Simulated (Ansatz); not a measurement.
Ge on the Si site (Ge_Si) in alpha quartz (start: the Si site; 243-site cell, Γ-point sampling). Level of theory: PBE, PAW (plane waves to 420 eV; Ansatz, a first-principles code). Total energies of the localised charge states, counted from that of charge 0, and their image corrections (point charge with alignment); the host's valence-band maximum lies at 1.990 eV on the cells' energy zero and its gap is 5.68 eV.

| charge | moment (μB) | E − E(first) (eV) | correction (eV) |
|---|---|---|---|
| 0 | not spin-polarised | 0.000 | 0.000 |
| −1 | 1.0 | 7.174 | 0.254 |

Q: Derive the transition levels above the valence-band maximum and say which of them are thermodynamic.

A: A level is the Fermi energy at which two charges have equal formation energy: ε(q/q′) = [E(q′) + corr(q′) − E(q) − corr(q)] / (q − q′) − E_VBM.
ε(0/−1) = [(7.174 + 0.254) − (0.000 + 0.000)] / 1 − 1.990 = 5.44 eV
Thermodynamic levels at least 0.1 eV inside the gap: (0/−1) at 5.44 eV. They hold to tenths of an eV in this cell. Charges with a result: +1, 0, −1. Others weren't obtained, and one of them could lie lower, also by skipping a charge. At charge +1 the carrier sat in host band states, shallow at most. Flagged in the runs: a host whose relaxation on this sampling wasn't shown to rest, a strain field that reaches the edge of the cell, zone-centre sampling.
